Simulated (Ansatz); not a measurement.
**MgS: transverse stress against strain**

MgS (rock salt, Fm-3m, 17.394 Å³/atom at rest, cube axes along x, y and z) under a strain ε along a cube axis (axis z), the other axes held. PBEsol in Ansatz, a plane-wave DFT program (PAW, default set), 420 eV, 11×11×11 Γ-centred mesh, Fermi-Dirac smearing 0.05 eV; ions are relaxed within the symmetry of each cell. Stress is positive for a compressed cell.

Here s stands for strain and y for stress xx.

| strain (%) | stress xx (GPa) |
|---|---|
| -1.50 | 0.63 |
| -1.00 | 0.42 |
| -0.50 | 0.21 |
| 0.00 | 0.00 |
| 0.50 | -0.20 |
| 1.00 | -0.40 |
| 1.50 | -0.59 |
| 3.00 | ? |

Fit y of the 7 rows that show it with a straight line. Means: s 0, y 0.010. About the means, the sum of products is -2.8550 and the sum of squares of s is 7.0000; the slope is their ratio. Least squares gives y = 0.010 - 0.4079·s. Residuals (row less fit): 0.008, 0.002, -0.004, -0.010, -0.006, -0.002, 0.012; standard error 0.009 (degrees of freedom: 5). The slope gives the elastic constant C12 = 41 ± 0.3 GPa.

### Question
Predict the withheld y at s = 3.00 from the fit, and compare with the calculation.

### Answer
y = 0.010 - 0.4079 × 3.0 = -1.214 GPa. The calculation gives -1.15 GPa, 0.064 GPa above the prediction (3.6 % of the range of y in the table). The row lies outside the fitted rows, so this is an extrapolation. From the scatter of the fitted rows alone, a prediction at this place has a standard error of 0.013 GPa, so the miss is 4.9 times that.

One order more, fitted to all 13 runs of the series, follows each within 0.01, so the miss is the next term of a smooth law. Rows are the converged runs of the series near zero and its far end; series whose fitted rows scatter by over a few per cent of the range, as at a crossing or softening among them, aren't shown in this form. Most that stay on the fit to the last digits aren't either.
